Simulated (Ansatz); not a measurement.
**What pressure 30 GPa does to AlN**

Start from AlN in the wurtzite structure (space group P6_3mc, No. 186; a = 3.114 Å, c = 4.984 Å).

It is then changed as follows: a hydrostatic pressure of 30 GPa.

Level of theory: Ansatz (an electronic-structure program), PBEsol, PAW, cutoff 420 eV, without spin-orbit coupling. Γ-centred 12×12×7 mesh, Fermi–Dirac width 0.05 eV.

| quantity | base | changed | shift |
|---|---|---|---|
| density | 3.25 g/cm³ | 3.67 g/cm³ | +0.414 g/cm³ |
| lattice parameter a | 3.114 Å | 3.005 Å | -0.109 Å |
| c/a ratio | 1.600 | 1.580 | -0.020 |
| enthalpy H = E + PV relative to the base's energy | – | +1.84 eV/atom | – |
| band gap | 4.09 eV | 4.91 eV | +0.812 eV |
| gap character | direct at Γ | indirect, Γ → K | – |
| smallest direct gap | 4.09 eV | 5.07 eV | +0.98 eV |
| width of the top valence band | 2.41 eV | 2.69 eV | +0.28 eV |
| electron mass | – | 0.37 mₑ along c, 0.59 mₑ across (at K) | – |
| valence-band top at Γ (three highest levels, from the VBM) | 0.00, -0.22, -0.22 eV | 0.00, -0.41, -0.41 eV | – |

Final structure:

```yaml
crystal:
  lattice:
    - [3.00486, 0.00000, 0.00000]
    - [-1.50243, 2.60229, 0.00000]
    - [0.00000, 0.00000, 4.74800]
  atoms:
    - { symbol: Al, position: [0.33333, 0.66667, 0.99447] }
    - { symbol: Al, position: [0.66667, 0.33333, 0.49447] }
    - { symbol: N, position: [0.33333, 0.66667, 0.38033] }
    - { symbol: N, position: [0.66667, 0.33333, 0.88033] }
```

Cost of the whole job for the changed cell (relaxation, final SCF and bands): around 40 core-seconds (rough).

Load acts through the strain it causes; cell and atoms are relaxed under it. Masses are band curvatures over ±0.01 Å⁻¹ around the edge. No phonon test of stability was made. Measured, AlN leaves this structure (for rock salt) near 14 GPa (temperature not stated; as listed in Datta, Sujoy, Jana, Debnarayan, arXiv (2020)), on rising pressure, with hysteresis.
